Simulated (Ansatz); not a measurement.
Base system: Cu in the fcc (Cu type) structure (space group Fm-3m, No. 225; a = 3.5768 Å; relaxed with 0.1 eV smearing).

Structures relaxed with plane-wave PAW DFT at the r2SCAN level (Ansatz, a first-principles code, 500 eV), no spin-orbit coupling.

Base:

Simulated powder pattern, Cu Kα1, λ = 1.54056 Å (kinematic, ideal powder, no thermal factors, no anomalous dispersion; the 10 strongest lines at most, above 2 %, up to 2θ = 90°):

```csv
2θ (°),I/Imax (%),hkl
43.80,100,(111)
51.03,47,(200)
75.05,26,(220)
```

After one change:

Simulated powder pattern, Cu Kα1, λ = 1.54056 Å (kinematic, ideal powder, no thermal factors, no anomalous dispersion; the 10 strongest lines at most, above 2 %, up to 2θ = 90°):

```csv
2θ (°),I/Imax (%)
44.51,100
51.86,46
76.40,26
```

Question: Name the change that was made.
(A) isotropic strain −2.00 %
(B) isotropic strain −3.00 %
(C) isotropic strain −1.50 %
(D) isotropic strain −0.50 %

Answer: C, isotropic strain −1.50 %. Its volume per atom is 10.93 Å³ against 11.44 Å³, and its space group is Fm-3m (No. 225).

Whether these cells are dynamically stable was not tested. All final runs are without spin polarisation.
